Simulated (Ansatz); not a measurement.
Data:

```xyz
3
Lattice="0.0000 4.0453 4.0453 4.0453 0.0000 4.0453 4.0453 4.0453 0.0000" Properties=species:S:1:pos:R:3 pbc="T T T"
K      6.0679     6.0679     6.0679
K      2.0226     2.0226     2.0226
Te     0.0000     0.0000     0.0000
```

The numbers are results of PBEsol with spin-orbit coupling, rigid bands (plane waves, PAW; Ansatz, a first-principles code), not measurements. Condition of this run: spin-orbit coupling switched on. How the cell was made: cell and atoms relaxed with PBEsol.

**Question.** Predict the electron conductivity mass (n e² τ/σ) at 300 K, by direction if it differs.

**Answer.** 0.30 mₑ.

**Question.** Predict the hole conductivity mass (n e² τ/σ) at 300 K, by direction if it differs.

**Answer.** 7.3 mₑ.

**Question.** And the band gap?

**Answer.** 1.95 eV at this level; semilocal functionals usually fall short of the measured gap.

Rigid bands, one relaxation time for all states, no polarons.

Formula and space group known from diffraction (Crystallography Open Database), not checked to be the room-temperature form: K2Te (Fm-3m).
